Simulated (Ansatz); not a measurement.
**Carrier properties of SrO under load (space group I4/mmm)**

Data:

```yaml
crystal:
  lattice:
    - [0.00000, 2.50389, 2.59342]
    - [2.50389, 0.00000, 2.59342]
    - [2.50389, 2.50389, 0.00000]
  atoms:
    - { symbol: Sr, position: [0.00000, 0.00000, 0.00000] }
    - { symbol: O, position: [0.50000, 0.50000, 0.50000] }
```

Computed with r2SCAN, rigid bands (plane waves, PAW, scalar-relativistic; Ansatz, a program for electronic structure). Condition of this run: biaxial stress in (001) of 5.4 GPa (compression positive) (the target of the relaxation). Cell: cell and atoms relaxed with PBEsol, then loaded as said.

| Item | Result |
|---|---|
| band gap | 3.69 eV |
| electron conductivity mass (300 K, dilute) | 0.58 (x), 0.58 (y), 0.41 (z) mₑ |
| hole conductivity mass (300 K, dilute) | 0.86 (x), 0.86 (y), 5.1 (z) mₑ |
| effective density of states N_c (300 K) | 2.2e19 cm⁻³ |
| effective density of states N_v (300 K) | 3.0e20 cm⁻³ |
| density-of-states mass, electrons | 0.91 mₑ |
| density-of-states mass, holes | 5.2 mₑ |
| Seebeck coefficient, n-type 1e19 cm⁻³, 300 K | -286 μV/K |
| best n-type power factor at 300 K for τ = 10 fs (best axis; densities from 1e16 to 1e21 cm⁻³ tried, whether or not they can be reached) | 8.9 μW/(cm·K²) at 1e20 cm⁻³ |
| Seebeck coefficient, p-type 1e19 cm⁻³, 300 K | 543 μV/K |

Rigid bands; masses and Seebeck coefficients take one relaxation time τ for all states and one kind of carrier; polarons and phonon drag are left out. Spin-orbit coupling is left out; where it splits the top of the valence band, N_v and the p-type Seebeck coefficient come out somewhat high without it. Geometry: cell and atoms relaxed with PBEsol.
